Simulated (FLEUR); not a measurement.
## Worked example: self-consistent single point of CaSnF4 (P4/mmm, 6 atoms in the cell) in FLEUR

Computed with LDA (Perdew-Zunger), all-electron FLAPW (FLEUR), scalar-relativistic valence.

Input:

Input of the input generator:

```
CaSnF4 FLAPW
&input film=f /
4.0045500000 0.0000000000 0.0000000000
0.0000000000 4.0045500000 0.0000000000
0.0000000000 0.0000000000 5.7804700000
1.8897261246
1.0 1.0 1.0

6
20 0.0000000000 0.0000000000 0.5000000000
50 0.5000000000 0.5000000000 0.0000000000
9 0.5000000000 0.0000000000 0.2657400000
9 0.5000000000 0.0000000000 0.7342600000
9 0.0000000000 0.5000000000 0.2657400000
9 0.0000000000 0.5000000000 0.7342600000

&comp jspins=1 /
&exco xctyp='pz' /
&kpt div1=8 div2=8 div3=5 gamma=t /
&end /
```

```xml
<?xml version="1.0" encoding="UTF-8" standalone="no"?>
<fleurInput fleurInputVersion="0.39">
   <comment>
      CaSnF4 FLAPW                                                                                        
   </comment>
   <calculationSetup>
      <cutoffs Kmax="3.9" Gmax="15.6" GmaxXC="15.6" numbands="0"/>
      <scfLoop itmax="100" minDistance="0.00001" maxIterBroyd="40" imix="Anderson" alpha="0.05" precondParam="0.0" spinf="2.0"/>
      <coreElectrons ctail="T" frcor="F" kcrel="0" coretail_lmax="0"/>
      <xcFunctional name="pz" relativisticCorrections="F"/>
      <magnetism jspins="1"/>
      <soc l_soc="F" theta="0.0" phi="0.0" spav="F"/>
      <expertModes spex="0" secvar="F"/>
      <geometryOptimization l_f="T" forcealpha="1.0" forcemix="BFGS" epsdisp="0.00001" epsforce="0.00001"/>
      <ldaU l_linMix="F" mixParam="0.05" spinf="1.0"/>
   </calculationSetup>
   <cell>
      <bzIntegration valenceElectrons="52.0" mode="hist" fermiSmearingEnergy="0.00036749">
         <kPointListSelection listName="default-1"/>
         <!-- k-points included here -->
         <xi:include xmlns:xi="http://www.w3.org/2001/XInclude" href="kpts.xml"> </xi:include>
      </bzIntegration>
      <!-- symmetry operations included here -->
      <xi:include xmlns:xi="http://www.w3.org/2001/XInclude" href="sym.xml"> </xi:include>
      <bulkLattice scale="1.0">
         <bravaisMatrix>
            <row-1>    7.5675027522669298     0.0000000000000000     0.0000000000000000</row-1>
            <row-2>    0.0000000000000000     7.5675027522669298     0.0000000000000000</row-2>
            <row-3>    0.0000000000000000     0.0000000000000000    10.9235051714665623</row-3>
         </bravaisMatrix>
      </bulkLattice>
   </cell>
   <atomSpecies>
      <species name="Calcium (Ca)" element="Ca" atomicNumber="20">
         <mtSphere radius="2.63" gridPoints="925" logIncrement="0.013"/>
         <atomicCutoffs lmax="10" lnonsphr="8"/>
         <electronConfig flipSpins="F">
            <coreConfig>(1s1/2) (2s1/2) (2p1/2) (2p3/2)</coreConfig>
            <valenceConfig>(3s1/2) (3p1/2) (3p3/2) (4s1/2)</valenceConfig>
         </electronConfig>
         <energyParameters s="4" p="4" d="3" f="4"/>
         <lo type="SCLO" l="0" n="3" eDeriv="0"/>
         <lo type="SCLO" l="1" n="3" eDeriv="0"/>
      </species>
      <species name="Tin (Sn)" element="Sn" atomicNumber="50">
         <mtSphere radius="2.63" gridPoints="925" logIncrement="0.014"/>
         <atomicCutoffs lmax="10" lnonsphr="8"/>
         <electronConfig flipSpins="F">
            <coreConfig>(1s1/2) (2s1/2) (2p1/2) (2p3/2) (3s1/2) (3p1/2) (3p3/2) (4s1/2) (3d3/2) (3d5/2) (4p1/2) (4p3/2)</coreConfig>
            <valenceConfig>(5s1/2) (4d3/2) (4d5/2) (5p1/2) (5p3/2)</valenceConfig>
            <stateOccupation state="(5p1/2)" spinUp="0.3333333333333" spinDown="0.3333333333333"/>
            <stateOccupation state="(5p3/2)" spinUp="0.6666666666667" spinDown="0.6666666666667"/>
         </electronConfig>
         <energyParameters s="5" p="5" d="5" f="4"/>
         <lo type="SCLO" l="2" n="4" eDeriv="0"/>
      </species>
      <species name="Fluorine (F)" element="F" atomicNumber="9">
         <mtSphere radius="1.51" gridPoints="533" logIncrement="0.02"/>
         <atomicCutoffs lmax="6" lnonsphr="4"/>
         <electronConfig flipSpins="F">
            <coreConfig>(1s1/2)</coreConfig>
            <valenceConfig>(2s1/2) (2p1/2) (2p3/2)</valenceConfig>
            <stateOccupation state="(2p1/2)" spinUp="0.8333333333333" spinDown="0.8333333333333"/>
            <stateOccupation state="(2p3/2)" spinUp="1.6666666666667" spinDown="1.6666666666667"/>
         </electronConfig>
         <energyParameters s="2" p="2" d="3" f="4"/>
      </species>
   </atomSpecies>
   <atomGroups>
      <atomGroup species="Calcium (Ca)">
         <relPos label="                   1">.0000000000 .0000000000 1.000/2.000</relPos>
         <force calculate="T" relaxXYZ="TTT"/>
      </atomGroup>
      <atomGroup species="Tin (Sn)">
         <relPos label="                   2">1.000/2.000 1.000/2.000 .0000000000</relPos>
         <force calculate="T" relaxXYZ="TTT"/>
      </atomGroup>
      <atomGroup species="Fluorine (F)">
         <relPos label="                   3">1.000/2.000 .0000000000 .2657400000</relPos>
         <relPos label="                   4">1.000/2.000 .0000000000 -.2657400000</relPos>
         <relPos label="                   5">.0000000000 1.000/2.000 .2657400000</relPos>
         <relPos label="                   6">.0000000000 1.000/2.000 -.2657400000</relPos>
         <force calculate="T" relaxXYZ="TTT"/>
      </atomGroup>
   </atomGroups>
   <output dos="F" band="F" slice="F">
      <checks vchk="F" cdinf="F"/>
      <bandDOS minEnergy="-.5*Htr" maxEnergy="0.5*Htr" sigma="0.015" storeEVData="T"/>
      <vacuumDOS vacdos="F" integ="F" star="F" nstars="0" locx1="0.0" locy1="0.0" locx2="0.0" locy2="0.0" nstm="0" tworkf="0.0"/>
      <unfoldingBand unfoldBand="F" supercellX="1" supercellY="1" supercellZ="1"/>
      <plotting iplot="0" polar="F">
         <plot TwoD="T" vec1="  1.0  0.0  0.0" vec2="  0.0  1.0  0.0" vec3="  0.0  0.0  1.0" zero="  0.0  0.0  0.0" file="plot"/>
      </plotting>
      <chargeDensitySlicing numkpt="0" minEigenval="0.0" maxEigenval="0.0" nnne="0" pallst="F"/>
      <specialOutput eonly="F"/>
      <magneticCircularDichroism mcd="F" energyLo="-10.0" energyUp="0.0"/>
   </output>
  <!-- We include the file relax.xml here to enable relaxations (see documentation) -->
  <xi:include xmlns:xi="http://www.w3.org/2001/XInclude" href="relax.xml"> <xi:fallback/> </xi:include>
</fleurInput>
```

Output, abridged:

```
      Welcome to FLEUR        (www.flapw.de)
      MaX-Release 8.1          (www.max-centre.eu)

 ========== k-point set info ==========
 Selected k-point list: default-1
 k-point list type: mesh
 8 x 8 x 5
 Number of k points: 45

 ------------Calculation Setup---------------------------
           1           3           5           9          15          45
 Number of basis functions:          709
 Iteration:     1   Distance:      12.36743566 me/bohr^3
 Iteration:     2   Distance:      10.62101633 me/bohr^3
 Iteration:     3   Distance:       5.26301839 me/bohr^3
 Iteration:     4   Distance:       5.86316344 me/bohr^3
 Iteration:     5   Distance:       2.36187648 me/bohr^3
 Iteration:     6   Distance:       2.13239285 me/bohr^3
   [... 6 lines left out ...]
 Iteration:    13   Distance:       0.00280509 me/bohr^3
 Iteration:    14   Distance:       0.00075708 me/bohr^3
 Iteration:    15   Distance:       0.00011172 me/bohr^3
 Iteration:    16   Distance:       0.00007445 me/bohr^3
 Iteration:    17   Distance:       0.00000536 me/bohr^3
 Reset of history

 Run finished successfully
 Stop message:
   Structural relaxation: new displacements generated

[file out, last iteration]
             iter=     18
          p o t e n t i a l   g e n e r a t o r
[...]
          integral of pseudo charge density inside the slab=        0.000000   0.000000
     coulomb potential in the interstitial region:
          density-coulomb potential integrals
          total density-coulomb potenti   -11591.7980056394
          density-effective potential integrals for spin  1
          total density-effective poten   -1.1901384941E+04
          charge density-energy density integrals
          total charge density-energy d   -2.3375674818E+02
 Updated energy parameters for spin:           1
  Atom    1 4s branch from -1.26 to  1.91 htr. ; e_l =  0.1905
  Atom    1 4p branch from -0.54 to  2.34 htr. ; e_l =  0.2965
  Atom    1 3d branch from -9.99 to  0.58 htr. ; e_l =  0.3005
  Atom    1 4f branch from -9.99 to  2.54 htr. ; e_l =  0.5595
  Atom    1 3s branch from-14.75 to -1.26 htr. ; e_l(l -1.2961
  Atom    1 3p branch from-11.87 to -0.54 htr. ; e_l(l -0.6070
  Atom    2 5s branch from -4.58 to  0.58 htr. ; e_l = -0.1046
  Atom    2 5p branch from -2.96 to  1.20 htr. ; e_l =  0.1263
  Atom    2 5d branch from -0.59 to  2.32 htr. ; e_l =  0.3395
  Atom    2 4f branch from -9.99 to  1.70 htr. ; e_l =  0.4870
  Atom    2 4d branch from-17.06 to -0.59 htr. ; e_l(l -0.6255
  Atom    3 2s branch from-23.79 to -0.01 htr. ; e_l = -0.7129
  Atom    3 2p branch from -9.99 to  0.63 htr. ; e_l = -0.0861
  Atom    3 3d branch from -9.99 to  5.20 htr. ; e_l =  0.3120
  Atom    3 4f branch from -9.99 to  9.14 htr. ; e_l =  0.4723
[...]
 fermi energy and band-weighting factors:
at   0.00000   0.00000   0.00000   k-weight:    0.003125
   40 eigenvalues :
   -1.296686   -0.704732   -0.704663   -0.689943   -0.678121   -0.627822   -0.627547   -0.627436
   -0.627436   -0.623609   -0.607019   -0.607019   -0.595055   -0.135467   -0.059887   -0.059887
   -0.049532   -0.049532   -0.047154   -0.009449   -0.001630   -0.001630    0.003694    0.003694
    0.009842    0.030880    0.264129    0.314772    0.320613    0.320613    0.356243    0.362281
    0.384463    0.407590    0.407590    0.439500    0.528852    0.603086    0.617890    0.617890
   [... 2 blocks of this kind left out ...]

[...]
FERMIE:
          first approx. to ef    (T=0)  :   0.094797 htr   (energy of the highest occ. eigenvalue)
          number of occ. states  (T=0)  :       1170
          first approx. to seigv (T=0)  : -18.764634 htr
          sum of weights of occ. states :  26.000000
          sum of semicore charge        :   0.000000 e
FERHIS:  Fermi-Energy by histogram:
          bandgap                     :   0.131910 htr
          charge neutrality (T=0)     :   0.000000    (zero if the highest occ. eigenvalue is "entirely" occupied)
          no eigenvalues within 8 tkb of ef reverts to the t=0 k method.
          number of occ. states       :      1170
          sum of the valence weights  :   26.000000
          entropy         :   0.000000 *kb htr/K =   0.00000 htr/K
          sum of val. single particle energies:       -18.7646340338 htr
 Direct bandgap for spin            1 :   0.14352248287115921       Htr
 at k-point           13  with k-vector    0.0000000000000000       0.50000000000000000        0.0000000000000000
          valence density: spin= 1
[...]
     l-like charge
     atom     s        p        d        f        total
 -->  1    2.07317  6.00620  0.26457  0.04813    8.41439
 -->  2    1.47673  0.34867  9.99721  0.03650   11.87369
 -->  3    1.69979  4.25110  0.00189  0.00021    5.95305
          total charge for spin  1=   52.000000
          interst. charge =       7.899718
          mt charge=              8.414391   11.873686    5.953051
          total charge  =   52.000000
          z= 20.     r(1)=  0.159665E-04     dx= 0.013000     m.t.index= 925
               n    l     j    energy       weight
               1.   0.   0.5 -144.2770      2.0000
               2.   0.   0.5  -14.7524      2.0000
               2.   1.   0.5  -11.9567      2.0000
               2.   1.   1.5  -11.8215      4.0000
          atom type    1  (spin 1)
          kinetic energy=  0.638429909595E+03     sum of the eigenvalues= -0.389258173523E+03
          0.00000000  electrons lost from core.
   [... 2 blocks of this kind left out ...]

          total charge for spin  1=  106.000000
          interst. charge =       7.901003
          mt charge=             18.414391   47.872398    7.953052
          total charge  =  106.000000
          zc=   106.000000     qfix=    1.000000
     t o t a l  e n e r g y
          sum of eigenvalues =             -4323.1965506500
          density-coulomb potential int   -11591.7980056394
          density-effective potential i   -11901.3849406626
          charge density-ex.-corr.energ     -233.7567481773
          el.-nucl. inter. diff. m.t.        803.5221414964
          Madelung term for atom type:        -7.7805014259
          el.-nucl. inter. diff. m.t.       7480.0948621784
          Madelung term for atom type:       -23.7220121677
          el.-nucl. inter. diff. m.t.        467.8416465049
          Madelung term for atom type:       -15.8377199699
 ---->    total energy=                    -7250.2662447277 htr
 ---->    (input%tkb*entropy) TS=              0.0000000000 htr
 ---->    free energy=                     -7250.2662447277 htr
      extrapolation for T->0
 ---->    total electron energy=           -7250.2662447277 htr
 ***** TOTAL FORCES ON ATOMS *****
 TOTAL FORCE FOR ATOM TYPE=  1  X=  0.000   Y=  0.000   Z=  5.462
                       FX_TOT= 0.000000 FY_TOT= 0.000000 FZ_TOT= 0.000000
 TOTAL FORCE FOR ATOM TYPE=  2  X=  3.784   Y=  3.784   Z=  0.000
                       FX_TOT= 0.000000 FY_TOT= 0.000000 FZ_TOT= 0.000000
 TOTAL FORCE FOR ATOM TYPE=  3  X=  3.784   Y=  0.000   Z=  2.903
                       FX_TOT= 0.000000 FY_TOT= 0.000000 FZ_TOT=-0.001612
```

The run converged in 17 iterations. FLEUR gives forces in its relaxation mode, with a further iteration, so its stop message speaks of a relaxation.

The starting cell comes from a database of computed structures (which also holds hypothetical and non-ambient phases and stackings), without a prior relaxation at this level. Values depend on the basis (sphere radii, cutoffs, local orbitals), which need not be converged. Another mesh or the band path of this cell gives a smaller gap, so this value is not converged in the mesh.

Cost on one core of a shared machine: roughly 5 min.
